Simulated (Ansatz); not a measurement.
Candidates (primitive cells; geometry: cell and atoms relaxed with PBEsol):
A. KF (Fm-3m), a = 3.752 Å, b = 3.752 Å, c = 3.752 Å, α = 60.00°, β = 60.00°, γ = 60.00°
B. ZnS (F-43m), a = b = c = 3.7875 Å, α = β = γ = 60.00°
C. CdS (P6_3mc), a = 4.1243 Å, b = 4.1243 Å, c = 6.7092 Å, α = 90.00°, β = 90.00°, γ = 120.00°
D. CsCl (Pm-3m), a = b = c = 4.069 Å, α = β = γ = 90.00°
E. C (Fd-3m), a = b = c = 2.513 Å, α = β = γ = 60.00°

Q: Order them by hole conductivity mass (lowest first) at the level Ansatz (an electronic-structure program) with r2SCAN, rigid bands.

A: E (0.46 mₑ), B (0.75 mₑ), C (1.19 mₑ), D (3.2 mₑ), A (5.4 mₑ)

Masses are for dilute carriers at 300 K, harmonic means over directions unless an axis is named. Spin-orbit coupling is left out.
